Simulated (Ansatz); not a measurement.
**SrTe in the zinc blende structure (space group F-43m, No. 216; a hypothetical phase, not in the database extracts checked)**

SrTe has the cubic space group F-43m (No. 216), the zinc blende structure, Pearson symbol cF8. Lattice parameters: a = b = c = 7.448 Å, α = β = γ = 90.00°. Te on 4c is coordinated by 4 Sr at 3.225 Å (tetrahedral). Sr on 4a has 4 Te at 3.225 Å (tetrahedral). (Neighbours: up to the widest gap in distance over summed covalent radii, below 1.35, at either atom; cation-cation and far metal-metal contacts left out.)
(The calculation used a cell of 2 atoms; values per cell refer to that cell.)

The values are results of r2SCAN in Ansatz (plane waves to 500 eV, PAW, no SOC), not measurements. Settings: 8×8×8 k-points, 0.05 eV Fermi–Dirac smearing.

- Volume per atom: 51.65 Å³
- Density: 3.46 g/cm³
- Band gap: 3.23 eV, indirect, X → Γ
- Electron mass: 0.30 mₑ
- Lowest conduction-band minima above the VBM: Γ 3.23 eV; X along ⟨100⟩ 3.46 eV
- Total energy: -5276.689 eV/atom (σ→0; compares only within this code and set-up)

Spin-orbit coupling, missing from the scalar runs, can matter with Te. Effective masses come from finite differences of ±0.01 Å⁻¹. No phonon test of stability was made.

Ansatz is a program for electronic structure.
